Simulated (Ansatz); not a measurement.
# MnPbO$_{3}$ in the cubic perovskite structure (space group Pm-3m, No. 221; ferromagnetic; a model cell, its experimental status unchecked)

```yaml
crystal:
  lattice:
    - [3.84022, 0.00000, 0.00000]
    - [0.00000, 3.84022, 0.00000]
    - [0.00000, 0.00000, 3.84022]
  atoms:
    - { symbol: Pb, position: [0.00000, 0.00000, 0.00000] }
    - { symbol: Mn, position: [0.50000, 0.50000, 0.50000] }
    - { symbol: O, position: [0.00000, 0.50000, 0.50000] }
    - { symbol: O, position: [0.50000, 0.50000, 0.00000] }
    - { symbol: O, position: [0.50000, 0.00000, 0.50000] }
```

Level of theory: r2SCAN (Ansatz, a program for electronic structure), no spin-orbit coupling. k-mesh 12×12×12 (Γ-centred); smearing 0.05 eV (Fermi–Dirac).

| Quantity | Value |
|---|---|
| Volume per atom | 11.33 Å³ |
| Density | 9.09 g/cm³ |
| Band gap | zero |
| Magnetic state | ferromagnetic |
| Total energy | -3506.179 eV/atom (σ→0; compares only within this code and set-up) |

Whether these cells are dynamically stable was not tested. No Hubbard U is applied and the magnetic state is the run's own (MnPbO3 ferromagnetic); small cells can't hold the antiferromagnetic order that many such compounds have, so gaps and moments can be off. Many cubic perovskites are stable only at high temperature; tilts and polar distortions were not tested.
